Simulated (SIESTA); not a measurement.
Worked example: self-consistent single point of CoSn (P6/mmm, 6 atoms in the cell) in SIESTA.

Computed with SIESTA with GGA PBE, numerical atomic orbitals TZP, PseudoDojo PBE standard norm-conserving potentials (rewritten from UPF to PSML).

The change in words: lattice scaled by 0.98. Reference geometry:
```
CELL_PARAMETERS angstrom
      5.24761     0.00000     0.00000
     -2.62381     4.54457     0.00000
      0.00000     0.00000     4.18885
ATOMIC_POSITIONS crystal
  Co 0.00000 0.50000 0.00000
  Co 0.50000 0.00000 0.00000
  Co 0.50000 0.50000 0.00000
  Sn 0.66667 0.33333 0.50000
  Sn 0.33333 0.66667 0.50000
  Sn 0.00000 0.00000 0.00000
```

Reference input (self-consistent single point, DFT, GGA PBE, numerical atomic orbitals TZP, PseudoDojo PBE standard norm-conserving potentials (rewritten from UPF to PSML)): XC.functional = GGA; XC.authors = PBE; potentials = PseudoDojo PBE standard; PAO.BasisSize = TZP; PAO.EnergyShift = 0.005 Ry; MeshCutoff = 400 Ry; kgrid.MonkhorstPack = 6 6 7; OccupationFunction = FD; ElectronicTemperature = 100 meV; MaxSCFIterations = 150; SCF.Mixer.Method = Pulay; SCF.Mixer.Weight = 0.1. This run's input differs from it in these lines:

```diff
@@ -12,5 +12,5 @@
 %block LatticeVectors
-     5.247614000    0.000000000    0.000000000
-    -2.623807000    4.544567000    0.000000000
-     0.000000000    0.000000000    4.188846000
+     5.142662000    0.000000000    0.000000000
+    -2.571331000    4.453676000    0.000000000
+     0.000000000    0.000000000    4.105069000
 %endblock LatticeVectors
@@ -18,7 +18,7 @@
 %block AtomicCoordinatesAndAtomicSpecies
-    -2.479138317    4.293993493    0.000000000  1
-     4.958276634    0.000000000    0.000000000  1
-     2.479138317    4.293993493    0.000000000  1
-     4.958281592    2.862659466    3.957885859  2
-    -0.000004958    5.725327519    3.957885859  2
+    -2.429555683    4.208113944    0.000000000  1
+     4.859111366    0.000000000    0.000000000  1
+     2.429555683    4.208113944    0.000000000  1
+     4.859116225    2.805406491    3.878728066  2
+    -0.000004859    5.610821397    3.878728066  2
      0.000000000    0.000000000    0.000000000  2
```

The program printed (abridged):

```
        iscf     Eharris(eV)        E_KS(eV)     FreeEng(eV)     dDmax    Ef(eV) dHmax(eV)
   scf:    1   -18888.368008   -18922.902829   -18923.011326  1.406125 -4.189568  5.623974
   scf:    2   -18925.446187   -18924.444526   -18924.538727  0.126037 -4.457764  2.891934
   scf:    3   -18925.334575   -18924.947025   -18925.040553  0.126196 -4.581624  2.403904
   scf:    4   -18925.734574   -18925.452805   -18925.576598  0.312919 -4.650372  0.280259
   scf:    5   -18925.388741   -18925.425304   -18925.553075  0.018310 -4.621971  0.708776
   [... 4 lines left out ...]
   scf:   10   -18925.462508   -18925.462566   -18925.584171  0.000124 -4.673358  0.004877
   scf:   11   -18925.462103   -18925.462335   -18925.584178  0.000696 -4.673993  0.003370
   scf:   12   -18925.462267   -18925.462301   -18925.584178  0.000351 -4.674167  0.000956
   scf:   13   -18925.462299   -18925.462300   -18925.584178  0.000019 -4.674174  0.000744
SCF Convergence by DM+H criterion
max |DM_out - DM_in|         :     0.0000189819
max |H_out - H_in|      (eV) :     0.0007438731
SCF cycle converged after 13 iterations

Using DM_out to compute the final energy and forces

siesta: E_KS(eV) =           -18925.4623

siesta: E_KS - E_eggbox =    -18925.4623

siesta: Atomic forces (eV/Ang):
     1    0.000000   -0.000000   -0.000000
     2    0.000000   -0.000000   -0.000000
     3   -0.000000   -0.000000    0.000000
     4   -0.000182    0.000110   -0.000000
     5    0.000182   -0.000110   -0.000000
     6   -0.000000    0.000000    0.000000
   Tot    0.000000   -0.000000   -0.000000
   Max    0.000182
   Res    0.000071    sqrt( Sum f_i^2 / 3N )
   Max    0.000182    constrained

   [... lines left out ...]
siesta: FreeEng =    -18925.584178
siesta: Cell volume =         94.021475 Ang**3
siesta:         144.02137876        144.02497209  kBar
   [... lines left out ...]

              1.988   0.216   0.251   0.062   0.251   0.216

mulliken: Qtot =       93.000

Mulliken Atomic Populations:
Atom #   charge [q] valence [e]  Species
     1     0.458430   16.541570  Co
     2     0.458420   16.541580  Co
     3     0.458430   16.541570  Co
     4    -0.240911   14.240911  Sn
     5    -0.240911   14.240911  Sn
     6    -0.893459   14.893459  Sn
 Total    -0.000000
```

The run converged in 13 iterations. Against the reference run the free energy rises by 54.0 meV/atom and the pressure goes from 4.19 to 14.40 GPa.

The starting cell comes from a database of computed structures (which also holds hypothetical and non-ambient phases and stackings), without a prior relaxation at this level. Its lattice was rescaled by a random factor within 2.5 % of one. For this run, on top of that: lattice scaled by 0.98. Spin polarisation is off. Values carry the incompleteness of an atom-centred basis. With a pressure of about 14 GPa the cell is away from its equilibrium volume at this level.

Cost on one core of a shared machine: roughly 4 min.
